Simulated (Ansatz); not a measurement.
The reference is CdS in the zinc blende structure (space group F-43m, No. 216; a = 5.757 Å).

Structures relaxed with Ansatz (an electronic-structure program) LDA, no SOC.

Base:

Simulated powder pattern, Cu Kα1, λ = 1.54056 Å (kinematic, ideal powder, no thermal factors, no anomalous dispersion; the 8 strongest lines at most, above 2 %, up to 2θ = 90°):

| 2θ (°) | I/Imax (%) | hkl |
|---|---|---|
| 26.80 | 100 | (111) |
| 31.04 | 24 | (200) |
| 44.48 | 56 | (220) |
| 52.69 | 44 | (311) |
| 64.72 | 8.6 | (400) |
| 71.36 | 17 | (331) |
| 81.92 | 18 | (422) |
| 88.10 | 13 | (511) |

It is then changed as follows: a hydrostatic pressure of 22.5 GPa.

After the change:

Simulated powder pattern, Cu Kα1, λ = 1.54056 Å (kinematic, ideal powder, no thermal factors, no anomalous dispersion; the 8 strongest lines at most, above 2 %, up to 2θ = 90°):

```json
[
 {"2θ (°)": "28.75", "d (Å)": "3.103", "I/Imax (%)": "100", "hkl": "(111)"},
 {"2θ (°)": "33.31", "d (Å)": "2.687", "I/Imax (%)": "24", "hkl": "(200)"},
 {"2θ (°)": "47.83", "d (Å)": "1.900", "I/Imax (%)": "53", "hkl": "(220)"},
 {"2θ (°)": "56.76", "d (Å)": "1.620", "I/Imax (%)": "41", "hkl": "(311)"},
 {"2θ (°)": "69.96", "d (Å)": "1.344", "I/Imax (%)": "8.1", "hkl": "(400)"},
 {"2θ (°)": "77.33", "d (Å)": "1.233", "I/Imax (%)": "16", "hkl": "(331)"},
 {"2θ (°)": "79.73", "d (Å)": "1.202", "I/Imax (%)": "7.2", "hkl": "(420)"},
 {"2θ (°)": "89.20", "d (Å)": "1.097", "I/Imax (%)": "18", "hkl": "(422)"}
]
```

The indices refer to the base's conventional cell; one index is shown for lines that coincide.

Load acts through the strain it causes; cell and atoms are relaxed under it. Stability against distortions was not tested. Tetrahedral semiconductors of this kind turn to denser phases somewhere between about 1 and 50 GPa; those were not computed, so compressed cells here can lie past the real transition.
